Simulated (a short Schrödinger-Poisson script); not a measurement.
**Gated In0.52Al0.48As/In0.53Ga0.47As modulation-doped gas in a quantum well**

Stack: gated In0.52Al0.48As/In0.53Ga0.47As modulation-doped gas in a quantum well, at 77 K.

```csv
layer,material,thickness (nm),Nd (cm⁻³),Na (cm⁻³)
1,In0.52Al0.48As,8,-,-
2,In0.52Al0.48As,40,1.4e18,-
3,In0.52Al0.48As,5,-,-
4,In0.53Ga0.47As,15,-,-
5,In0.52Al0.48As,4000,-,1e15
```

The device is made up for the run: typed textbook-type constants, with dimensions and the other settings drawn at random. In0.52Al0.48As: permittivity 12.5, conduction-band edge (eV) 0.52, gap (eV) 1.45, electron mass (mₑ) 0.075, Nv at 300 K (cm⁻³) 1.1e19. In0.53Ga0.47As: permittivity 13.9, conduction-band edge (eV) 0, gap (eV) 0.74, Nv at 300 K (cm⁻³) 7.7e18.

Channel valleys (confinement mass, in-plane density-of-states mass, number): Γ 0.041, 0.041, 1. At the gate the conduction-band edge of layer 1 lies 0.65 eV − eVg above the Fermi level of the channel; the field vanishes at the back. Donor level 0.02 eV below the band edge. The barrier under the gate holds no holes. Gaps are held at their typed values at every temperature. Mesh 0.08 nm at interfaces.

From a short Schrödinger-Poisson script (our own, NumPy): 1D Poisson equation in equilibrium, electrons quantum, Hartree plus LDA exchange-correlation (BenDaniel-Duke, 40 states a valley, the channel's in-plane mass for all, wave functions free to enter the barrier), parabolic valleys, classical holes, donors ionised by Fermi statistics, acceptors fully, no traps, pinning or gate leakage.

```
Vg (V)  electrons (cm⁻²)  in the channel layer  C (μF/cm²)  Γ E0 (meV)  Γ E1 (meV)
------  ----------------  --------------------  ----------  ----------  ----------
0.4              1.70e12               1.65e12       0.654       -91.2        -4.8
0.25             1.69e12               1.65e12       0.531       -91.1        -4.8
0.1              1.69e12               1.65e12       0.458       -91.1        -4.7
-0.05            1.69e12               1.65e12       0.408       -91.0        -4.7
-0.2             1.68e12               1.64e12       0.371       -90.9        -4.6
-0.35            1.68e12               1.64e12       0.340       -90.7        -4.4
-0.5             1.66e12               1.62e12       0.306       -90.1        -3.9
-0.65            1.58e12               1.55e12       0.200       -86.9        -1.4
-0.8             1.41e12               1.38e12       0.189       -79.4         4.8
-0.95            1.23e12               1.21e12       0.187       -70.8        12.4
-1.1             1.06e12               1.04e12       0.186       -61.4        21.2
-1.25            8.82e11               8.70e11       0.185       -51.5        30.4
-1.4             7.10e11               7.01e11       0.184       -41.4        39.9
-1.55            5.38e11               5.32e11       0.184       -31.4        49.6
-1.7             3.67e11               3.63e11       0.183       -21.2        59.6
-1.85            1.97e11               1.95e11       0.180       -10.2        70.5
-2               3.47e10               3.44e10       0.157         6.8        87.6
```

Gate voltages with under 1e6 electrons/cm² are left out.

Subbands count from the Fermi level.
